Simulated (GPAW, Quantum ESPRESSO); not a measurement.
A Quantum ESPRESSO input for a self-consistent single point of HfAu2 (I4/mmm, 3 atoms in the cell) (DFT, LDA (PZ), plane waves, GBRV 1.5 ultrasoft (LDA) pseudopotentials):

```fortran
&CONTROL
   calculation = 'scf',
   prefix = 'scf',
   outdir = './tmp/',
   pseudo_dir = './',
   tprnfor = .true.,
   tstress = .true.,
/
&SYSTEM
   ibrav = 0,
   nat = 3,
   ntyp = 2,
   ecutwfc = 40,
   ecutrho = 320,
   occupations = 'smearing',
   smearing = 'fd',
   degauss = 0.0073499,
/
&ELECTRONS
   conv_thr = 1e-10,
   mixing_beta = 0.3,
/
ATOMIC_SPECIES
Hf   178.4900  hf_lda_v1.uspp.F.UPF
Au   196.9666  au_lda_v1.uspp.F.UPF
ATOMIC_POSITIONS {angstrom}
Hf    0.0000000000    0.0000000000    0.0000000000
Au    0.0000000000    0.0000000000    5.6742274611
Au    0.0000000000    0.0000000000    2.8283985389
K_POINTS {automatic}
11 11 11  0 0 0
CELL_PARAMETERS {angstrom}
  -1.7301290000     1.7301290000     4.2513130000
   1.7301290000    -1.7301290000     4.2513130000
   1.7301290000     1.7301290000    -4.2513130000
```

Question: Write the same calculation as an input for GPAW.

Answer: One input that does it (others would too):

```python
from ase import Atoms
from ase.units import GPa
from gpaw import GPAW

atoms = Atoms(['Hf', 'Au', 'Au'],
              cell=[[-1.730129, 1.730129, 4.251313],
                    [1.730129, -1.730129, 4.251313],
                    [1.730129, 1.730129, -4.251313]],
              scaled_positions=[[0.000000, 0.000000, 0.000000],
                                [0.667350, 0.667350, 0.000000],
                                [0.332650, 0.332650, 0.000000]],
              pbc=True)

calc = GPAW(mode={'name': 'pw', 'ecut': 550},
            xc='LDA',
            kpts=(11, 11, 11),
            occupations={'name': 'fermi-dirac', 'width': 0.1},
            nbands=-9,
            convergence={'forces': 0.001},
            symmetry={'symmorphic': False, 'tolerance': 0.0005},
            maxiter=100)

atoms.calc = calc

energy = atoms.get_potential_energy()
print('Energy (eV):', round(energy, 6))
forces = atoms.get_forces()
print('Forces (eV/Ang):')
print(forces.round(5))
stress = atoms.get_stress()
print('Stress (GPa, Voigt):', (stress / GPa).round(4))
```

Basis settings and potentials, where a program has them, do not carry over. This input uses DFT LDA (Perdew-Wang 92), plane waves, GPAW PAW datasets LDA (gpaw-data 1.0.1). LDA parametrisations can differ slightly between programs.

The starting cell comes from a database of computed structures (which also holds hypothetical and non-ambient phases and stackings), without a prior relaxation at this level. Its lattice was rescaled by a random factor within 2.5 % of one.
